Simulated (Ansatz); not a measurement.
Candidates (primitive cells; geometry: relaxed with this functional, without spin-orbit coupling):
A. LaTe (Fm-3m), a = 4.518 Å, b = 4.518 Å, c = 4.518 Å, α = 60.00°, β = 60.00°, γ = 60.00°
B. YSe (Fm-3m), a = b = c = 4.0233 Å, α = β = γ = 60.00°
C. SnAs (Fm-3m), a = 4.0400 Å, b = 4.0400 Å, c = 4.0400 Å, α = 60.00°, β = 60.00°, γ = 60.00°
D. ZrC (Fm-3m), a = b = c = 3.302 Å, α = β = γ = 60.00°

Problem. Rank these by mean free path at 300 K (highest first), as Ansatz (a quantum-chemistry and plane-wave program) with PBEsol, DFPT electron-phonon coupling, linearised Boltzmann equation gives it.

Solution. D (22 nm), C (12.4 nm), A (6.3 nm), B (3.7 nm)

Metals; harmonic phonons alone scatter; means over directions. The mean free path is weighted by the current that each state carries. Halving the electron mesh moves these values by up to 5 %; q meshes are mostly untested. Some of the runs warned that the eigensolver left states short of its tolerance. Spin-orbit coupling is left out.

Formula and space group known from diffraction (Crystallography Open Database), not checked to be the room-temperature form: LaTe (Fm-3m), SnAs (Fm-3m), YSe (Fm-3m).
